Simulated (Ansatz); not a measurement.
The starting structures come from a database of crystals and need not be the phases stable at ambient conditions.

 Where the default PAW files enter, the runs use the earlier of Ansatz's two default sets.

Tunnelling through a barrier is set by its complex band structure: the current falls as exp(−2κd) with the smallest κ.

Consider the following.

```xyz
9
Lattice="6.3044 0.0000 0.0000 -3.1522 5.4598 0.0000 0.0000 0.0000 5.0040" Properties=species:S:1:pos:R:3 pbc="T T T"
Cs     3.1522     1.8199     3.4874
Cs     0.0000     3.6398     1.5166
Sn     0.0000     0.0000     0.0000
F      3.1522     3.8036     1.0960
F      0.0000     1.6562     3.9080
F      1.4343     0.8281     1.0960
F      1.7179     4.6317     3.9080
F      4.8701     0.8281     1.0960
F     -1.7179     4.6317     3.9080
```

Space group of this cell: P-3m1. The cell is taken as given.

Transport runs along the normal of the first two printed cell vectors, the (001) plane of the conventional cell.

The gap is the functional's own. No spin-orbit coupling. Mid-gap values are interpolated on the energy grid.

Problem. Give the band gap and the smallest decay constant κ at mid-gap that Ansatz (an electronic-structure program) with r2SCAN yields.

Solution. Gap 6.59 eV on a 6×6×6 mesh; κ = 0.500 1/Å, at the zone centre.
